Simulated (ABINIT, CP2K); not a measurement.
A CP2K input for a self-consistent single point of ZnSe (F-43m, 2 atoms in the cell) (DFT PBE, GPW, DZVP-MOLOPT-PBE-GTH basis, GTH-PBE potentials (POTENTIAL_UZH)):

```
&GLOBAL
  PROJECT znse
  RUN_TYPE ENERGY_FORCE
  PRINT_LEVEL LOW
&END GLOBAL
&FORCE_EVAL
  METHOD Quickstep
  STRESS_TENSOR ANALYTICAL
  &DFT
    BASIS_SET_FILE_NAME BASIS_MOLOPT_UZH
    POTENTIAL_FILE_NAME POTENTIAL_UZH
    &QS
      METHOD GPW
      EPS_DEFAULT 1E-10
    &END QS
    &MGRID
      CUTOFF 600
      REL_CUTOFF 50
      NGRIDS 5
    &END MGRID
    &SCF
      SCF_GUESS ATOMIC
      EPS_SCF 1E-7
      MAX_SCF 100
      ADDED_MOS 4
      &DIAGONALIZATION
        ALGORITHM STANDARD
      &END DIAGONALIZATION
      &MIXING
        METHOD BROYDEN_MIXING
        ALPHA 0.2
        NBUFFER 8
      &END MIXING
      &SMEAR ON
        METHOD FERMI_DIRAC
        ELECTRONIC_TEMPERATURE [K] 116.05
      &END SMEAR
    &END SCF
    &KPOINTS
      SCHEME MONKHORST-PACK 10 10 10
      GAMMA_CENTERED T
    &END KPOINTS
    &XC
      &XC_FUNCTIONAL PBE
      &END XC_FUNCTIONAL
    &END XC
    &PRINT
      &MO
        EIGENVALUES T
        OCCUPATION_NUMBERS T
        NDIGITS 8
        FILENAME mo
        &EACH
          QS_SCF 0
        &END EACH
        ADD_LAST NUMERIC
      &END MO
      &MULLIKEN OFF
      &END MULLIKEN
    &END PRINT
  &END DFT
  &SUBSYS
    &CELL
      A 3.92911000 0.00000000 0.00000000
      B 1.96455500 3.40270900 0.00000000
      C 1.96455500 1.13423600 3.20810500
      PERIODIC XYZ
    &END CELL
    &COORD
      SCALED
      Zn       0.00000000     0.00000000     0.00000000
      Se       0.25000000     0.25000000     0.25000000
    &END COORD
    &KIND Zn
      BASIS_SET DZVP-MOLOPT-PBE-GTH-q12
      POTENTIAL GTH-PBE-q12
    &END KIND
    &KIND Se
      BASIS_SET DZVP-MOLOPT-PBE-GTH-q6
      POTENTIAL GTH-PBE-q6
    &END KIND
  &END SUBSYS
  &PRINT
    &FORCES ON
    &END FORCES
    &STRESS_TENSOR ON
    &END STRESS_TENSOR
  &END PRINT
&END FORCE_EVAL
```

Task: Translate this input to ABINIT.

Result: One input that does it (others would too):

```
# ZnSe, JTH v2.0 PBE PAW
pp_dirpath "./"
pseudos "Zn.GGA_PBE-JTH.xml, Se.GGA_PBE-JTH.xml"
acell 7.4249409449 7.4249409449 7.4249409449
rprim
        -0.0000000000    0.7071067812    0.7071067812
         0.7071067812    0.0000000000    0.7071067812
         0.7071067812    0.7071067812    0.0000000000
natom 2
ntypat 2
znucl 30 34
typat 1 2
xred
         0.0000000000    0.0000000000    0.0000000000
         0.2500000000    0.2500000000    0.2500000000
ecut 30
pawecutdg 60
pawxcdev 0
occopt 3
tsmear 0.00036749
nband 14
kptopt 1
ngkpt 10 10 10
nshiftk 1
shiftk 0 0 0
nstep 80
tolvrs 1.0e-10
prtwf 0
prtden 0
enunit 2
```

Basis settings and potentials, where a program has them, do not carry over. This input uses DFT, PBE, plane waves, PAW (JTH v2.0 PBE PAW). Both were run: pressure 7.50 GPa in CP2K and 6.59 in ABINIT; gap on the mesh 1.499 eV in CP2K and 1.536 in ABINIT.

On CP2K: the starting cell has typed, rounded lattice constants, without a prior relaxation at this level. For this run, on top of that: lattice scaled by 0.98. Values carry the incompleteness of an atom-centred basis. With a pressure of about 8 GPa the cell is away from its equilibrium volume at this level.

On ABINIT: the starting cell has typed, rounded lattice constants, without a prior relaxation at this level. For this run, on top of that: lattice scaled by 0.98. With a pressure of about 7 GPa the cell is away from its equilibrium volume at this level.
